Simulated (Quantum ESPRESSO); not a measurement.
Quantum ESPRESSO run on Mg₆CdMo (Amm2, 8 atoms in the cell): self-consistent single point.

Method: PBEsol, GBRV 1.5 ultrasoft (PBESOL) pseudopotentials (plane waves; Quantum ESPRESSO 7.5).

```yaml
crystal:
  lattice:
    - [4.90108, 0.00000, 0.00000]
    - [0.00000, 3.10214, 5.37157]
    - [0.00000, -3.10214, 5.37157]
  atoms:
    - { symbol: Mg, position: [0.50000, 0.33526, 0.83030] }
    - { symbol: Mg, position: [0.50000, 0.83030, 0.33526] }
    - { symbol: Mg, position: [0.00000, 0.15054, 0.67506] }
    - { symbol: Mg, position: [0.00000, 0.67506, 0.15054] }
    - { symbol: Mg, position: [0.00000, 0.67526, 0.67526] }
    - { symbol: Mg, position: [0.00000, 0.16736, 0.16736] }
    - { symbol: Cd, position: [0.50000, 0.33377, 0.33377] }
    - { symbol: Mo, position: [0.50000, 0.83244, 0.83244], spin: 2.0 }
```
(The spins are starting values, not results.)

Reference input (self-consistent single point, DFT, PBEsol, plane waves, GBRV 1.5 ultrasoft (PBESOL) pseudopotentials): ecutwfc = 40 Ry; ecutrho = 320 Ry; occupations = smearing; smearing = gaussian; degauss = 0.0147 Ry; nspin = 2; potentials = {Mg: mg_pbesol_v1.4.uspp.F.UPF, Cd: cd_pbesol_v1.uspp.F.UPF, Mo: mo_pbesol_v1.uspp.F.UPF}; K_POINTS = automatic 6 5 5 0 0 0; conv_thr = 1e-11 Ry; mixing_beta = 0.3. This run's input differs from it in these lines:

```diff
@@ -43,3 +43,3 @@
 K_POINTS {automatic}
-6 5 5  0 0 0
+5 4 4  1 1 1
```

Output, abridged:

```
     Self-consistent Calculation

     iteration #  1     ecut=    40.00 Ry     beta= 0.30

---- Real-time Memory Report at c_bands before calling an iterative solver
           433 MiB given to the printing process from OS
           235 MiB allocation reported by mallinfo(arena+hblkhd)
------------------

     negative rho (up, down):  1.086E-02 1.088E-02

     total energy              =   -1004.46444974 Ry
     estimated scf accuracy    <       0.97242282 Ry

     total magnetization       =     0.99 Bohr mag/cell
     absolute magnetization    =     1.43 Bohr mag/cell

     iteration #  2     ecut=    40.00 Ry     beta= 0.30

   [... lines left out ...]
------------------

     negative rho (up, down):  1.107E-02 1.107E-02

     Magnetic moment per site  (integrated on atomic sphere of radius R)
     atom   1 (R=0.248)  charge=  8.8943  magn=  0.0000
     atom   2 (R=0.248)  charge=  8.8943  magn=  0.0000
     atom   3 (R=0.248)  charge=  8.9166  magn=  0.0000
     atom   4 (R=0.248)  charge=  8.9166  magn=  0.0000
     atom   5 (R=0.248)  charge=  8.9415  magn=  0.0000
     atom   6 (R=0.248)  charge=  8.8612  magn= -0.0000
     atom   7 (R=0.255)  charge= 10.7281  magn=  0.0000
     atom   8 (R=0.250)  charge= 12.1215  magn= -0.0000
     End of self-consistent calculation

     the Fermi energy is     7.9308 ev

!    total energy              =   -1004.41685104 Ry
     estimated scf accuracy    <          5.5E-12 Ry
     smearing contrib. (-TS)   =      -0.00630193 Ry
     internal energy E=F+TS    =   -1004.41054911 Ry

     total magnetization       =    -0.00 Bohr mag/cell
     absolute magnetization    =     0.00 Bohr mag/cell

     convergence has been achieved in  24 iterations

     negative rho (up, down):  1.107E-02 1.107E-02

     Forces acting on atoms (cartesian axes, Ry/au):

     atom    1 type  1   force =     0.00000000    0.00090029   -0.00085517
     atom    2 type  1   force =     0.00000000   -0.00090029   -0.00085517
     atom    3 type  1   force =     0.00000000   -0.00571574   -0.00507043
   [... lines left out ...]
     Total force =     0.014480     Total SCF correction =     0.000004
   [... lines left out ...]

     negative rho (up, down):  1.107E-02 1.107E-02
          total   stress  (Ry/bohr**3)                   (kbar)     P=      -20.55
  -0.00012630   0.00000000   0.00000000          -18.58        0.00        0.00
   0.00000000  -0.00013364   0.00000000            0.00      -19.66        0.00
   0.00000000   0.00000000  -0.00015924            0.00        0.00      -23.43

   JOB DONE.
```

The run converged in 24 iterations. Against the reference run the free energy falls by 1.9 meV/atom, the pressure stays near -2.06 GPa while the zz stress (positive for compression) goes from -1.95 to -2.34 GPa and the largest force goes from 0.216 to 0.233 eV/Å.

The starting cell comes from a database of computed structures (which also holds hypothetical and non-ambient phases and stackings), without a prior relaxation at this level. The starting moments vanished: the run ended non-magnetic.

Cost on one core of a shared machine: roughly 8 min.
